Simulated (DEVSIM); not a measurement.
Structure: Si n-i-p diode, at 300 K.

| layer (left to right) | material | thickness (μm) | Nd (cm⁻³) | Na (cm⁻³) | τn (s) | τp (s) |
|---|---|---|---|---|---|---|
| 1 | Si | 1.60 | 4.2e18 | - | 0.0008 | 0.0008 |
| 2 | Si | 1.80 | - | 3.5e11 | 0.0008 | 0.0008 |
| 3 | Si | 0.230 | - | 1.6e18 | 0.0008 | 0.0008 |

Left contact: ohmic. Right contact: ohmic. Voltage is applied to the left contact. Recombination: SRH at mid-gap, radiative. Gap narrowing is on: ΔEg = 6.92 meV × (l + √(l² + 0.5)), l = ln(N/1.3e17 cm⁻³), shared equally by both band edges. Mobility is constant in doping.

This is a model device: material constants are rounded textbook-type values typed into the input, and sizes, dopings and lifetimes were drawn at random. Values at 300 K.

| parameter | Si |
|---|---|
| gap (eV) | 1.124 |
| affinity (eV) | 4.05 |
| permittivity | 11.7 |
| Nc (cm⁻³) | 2.86e19 |
| Nv (cm⁻³) | 3.1e19 |
| μn (cm²/Vs) | 1417 |
| μp (cm²/Vs) | 470 |
| B (cm³/s) | 4.7e-15 |

Model (solved in DEVSIM): 1D drift-diffusion, Boltzmann statistics, complete ionisation; no tunnelling, impact ionisation, image-force lowering or self-heating.

**Question.** Tabulate band edges, carrier densities and field at zero bias.

**Answer.** Energies count from the Fermi level of the right contact; mesh points crowd at the junctions.

| x (μm) | Ec (eV) | Ev (eV) | n (cm⁻³) | p (cm⁻³) | field (V/cm) |
|---|---|---|---|---|---|
| 0.000 | 0.050 | -1.026 | 4.2e18 | 180 | ≈ 0 |
| 0.02989 | 0.050 | -1.026 | 4.2e18 | 180 | ≈ 0 |
| 0.09585 | 0.050 | -1.026 | 4.2e18 | 180 | ≈ 0 |
| 0.2414 | 0.050 | -1.026 | 4.2e18 | 180 | ≈ 0 |
| 0.7499 | 0.050 | -1.026 | 4.2e18 | 180 | ≈ 0 |
| 1.220 | 0.050 | -1.026 | 4.2e18 | 180 | ≈ 0 |
| 1.441 | 0.050 | -1.026 | 4.2e18 | 180 | ≈ 0 |
| 1.559 | 0.050 | -1.026 | 4.2e18 | 180 | ≈ 0 |
| 1.595 | 0.052 | -1.024 | 3.9e18 | 200 | 10000 |
| 1.620 | 0.166 | -0.958 | 4.6e16 | 2500 | 20000 |
| 1.674 | 0.226 | -0.898 | 4.5e15 | 26000 | 7100 |
| 1.865 | 0.317 | -0.807 | 1.4e14 | 860000 | 4000 |
| 2.216 | 0.452 | -0.672 | 7.3e11 | 1.6e8 | 3800 |
| 2.803 | 0.676 | -0.448 | 1.2e8 | 9.4e11 | 3800 |
| 3.212 | 0.835 | -0.288 | 260000 | 4.4e14 | 4300 |
| 3.329 | 0.896 | -0.228 | 26000 | 4.6e15 | 7100 |
| 3.381 | 0.953 | -0.171 | 2800 | 4.2e16 | 19000 |
| 3.405 | 1.008 | -0.081 | 330 | 1.4e18 | 13000 |
| 3.452 | 1.012 | -0.077 | 290 | 1.6e18 | ≈ 0 |
| 3.524 | 1.012 | -0.077 | 290 | 1.6e18 | ≈ 0 |
| 3.589 | 1.012 | -0.077 | 290 | 1.6e18 | ≈ 0 |
| 3.630 | 1.012 | -0.077 | 290 | 1.6e18 | ≈ 0 |
